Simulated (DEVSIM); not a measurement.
Structure: Cr/SiO2/p-Si capacitor, at 300 K.

```tsv
layer (left to right)	material	thickness (nm)	Na (cm⁻³)
1	SiO2	7.20	-
2	Si	2900	3.8e16
```

Metal gate on the left, work function 4.5 eV. Fixed charge at the semiconductor interface 0 cm⁻² (in units of +e); no interface traps.

The device is made up for the run: typed textbook-type constants, with dimensions and the other settings drawn at random. Values at 300 K; Nc and Nv go as T^1.5, mobilities as T to minus their exponent, the gap by Varshni's rule with the affinity fixed.

| parameter | SiO2 | Si |
|---|---|---|
| gap (eV) | 9 | 1.124 |
| affinity (eV) | 0.9 | 4.05 |
| permittivity | 3.9 | 11.7 |
| Nc (cm⁻³) | - | 2.86e19 |
| Nv (cm⁻³) | - | 3.1e19 |
| Varshni α (eV/K) | - | 0.000473 |
| Varshni β (K) | - | 636 |

DEVSIM, 1D Poisson equation in equilibrium, Boltzmann statistics, complete ionisation; no quantum confinement or tunnelling. Metal contacts follow the ideal Schottky-Mott rule: no Fermi-level pinning, no interface dipoles.

The temperature was swept, all else fixed.

```json
[
 {"temperature (K)": "250", "threshold voltage (band bending 2φF) (V)": "0.53", "minimum of the low-frequency capacitance (μF/cm²)": "0.0582", "flat-band voltage (V)": "-0.55"},
 {"temperature (K)": "300", "threshold voltage (band bending 2φF) (V)": "0.49", "minimum of the low-frequency capacitance (μF/cm²)": "0.0628", "flat-band voltage (V)": "-0.50"},
 {"temperature (K)": "350", "threshold voltage (band bending 2φF) (V)": "0.44", "minimum of the low-frequency capacitance (μF/cm²)": "0.0666", "flat-band voltage (V)": "-0.45"},
 {"temperature (K)": "400", "threshold voltage (band bending 2φF) (V)": "0.39", "minimum of the low-frequency capacitance (μF/cm²)": "0.0743", "flat-band voltage (V)": "-0.40"},
 {"temperature (K)": "450", "threshold voltage (band bending 2φF) (V)": "0.34", "minimum of the low-frequency capacitance (μF/cm²)": "0.0811", "flat-band voltage (V)": "-0.35"},
 {"temperature (K)": "500", "threshold voltage (band bending 2φF) (V)": "0.28", "minimum of the low-frequency capacitance (μF/cm²)": "0.0952", "flat-band voltage (V)": "-0.29"}
]
```

From the first row to the last the threshold voltage (band bending 2φF) goes from 0.53 to 0.28. From the first row to the last the minimum of the low-frequency capacitance goes from 0.0582 to 0.0952.
